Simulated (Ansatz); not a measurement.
Rock-salt LuN was calculated with PBEsol (Ansatz, a program for electronic structure, plane waves, PAW).

A relaxed, unreconstructed slab of the (110) face has 16 atoms, two equal faces of 15.630 Å² each and an energy of -119945.4283 eV. A bulk cell of 4 atoms with the same orientation and in-plane k mesh has -29987.6659 eV. Energies are extrapolated to zero smearing.

Numerical settings: plane-wave cutoff 500 eV, 10×14×1 k mesh (along the axes of the cell as run), Fermi–Dirac smearing 0.05 eV, scalar-relativistic PAW data made under PBE.

Worked out: γ = (E_slab − N E_bulk per atom)/2A = [-119945.4283 − 16 × (-29987.6659/4)]/(2 × 15.630) = 0.1675 eV/Å². With 16.022 J/m² per eV/Å² this is 2.68 J/m², or 2.62 eV per surface cell and face.
